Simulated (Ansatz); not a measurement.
The starting structures come from a database of crystals and need not be the phases stable at ambient conditions.

By PBEsol, the system below comes out a metal.

Without scattering a metal conducts by its projected Fermi surface.

```yaml
crystal:
  lattice:
    - [3.17017, 0.00000, 0.00000]
    - [0.00000, 13.69520, 0.00000]
    - [1.58508, 0.00000, 2.74545]
  atoms:
    - { symbol: Ti, position: [0.33333, 0.91866, 0.33333] }
    - { symbol: Ti, position: [0.66667, 0.08134, 0.66667] }
    - { symbol: Ti, position: [0.66667, 0.41866, 0.66667] }
    - { symbol: Ti, position: [0.33333, 0.58134, 0.33333] }
    - { symbol: Sn, position: [0.33333, 0.25000, 0.33333] }
    - { symbol: Sn, position: [0.66667, 0.75000, 0.66667] }
    - { symbol: C, position: [0.00000, 0.00000, 0.00000] }
    - { symbol: C, position: [0.00000, 0.50000, 0.00000] }
```

Space group of this cell: P6_3/mmc. The cell is taken as given; by PBEsol its mean pressure is -4.0 GPa.

The current flows along the normal of the first two printed cell vectors, the (100) plane of the conventional cell. No spin-orbit coupling; the value is a mean over 0.1 eV about the Fermi level.

**Question.** Estimate the ballistic conductance per area that PBEsol (Ansatz, an electronic-structure program) returns for this system.

**Answer.** 0.62 × 10¹⁵ S/m² for both spins.
